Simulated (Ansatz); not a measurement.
**TiO2, pressure series**

The parent structure is TiO2 in the anatase structure (space group I4_1/amd, No. 141).

```yaml
crystal:
  lattice:
    - [-1.89921, 1.89921, 4.85192]
    - [1.89921, -1.89921, 4.85192]
    - [1.89921, 1.89921, -4.85192]
  atoms:
    - { symbol: Ti, position: [0.50000, 0.50000, 0.00000] }
    - { symbol: Ti, position: [0.25000, 0.75000, 0.50000] }
    - { symbol: O, position: [0.29360, 0.29360, 0.00000] }
    - { symbol: O, position: [0.04360, 0.54360, 0.50000] }
    - { symbol: O, position: [0.45640, 0.95640, 0.50000] }
    - { symbol: O, position: [0.70640, 0.70640, 0.00000] }
```

Cell and atoms are relaxed at each pressure.

All numbers come from plane-wave PAW DFT at the PBE level (Ansatz, an electronic-structure program, 420 eV), spin-orbit coupling left out, earlier PAW set.

Candidates:
(a) pressure 5 GPa
(b) pressure 7.5 GPa
(c) pressure 0.3 GPa

Base values:

| Property | Result |
|---|---|
| c/a ratio | 2.555 |

Q: Order them by c/a ratio, highest first.

A: (c) pressure 0.3 GPa (2.553), (a) pressure 5 GPa (2.517), (b) pressure 7.5 GPa (2.496)

Load acts through the strain it causes; cell and atoms are relaxed under it. Stability against distortions was not tested. No other phases were tried under pressure. All final runs are without spin polarisation.
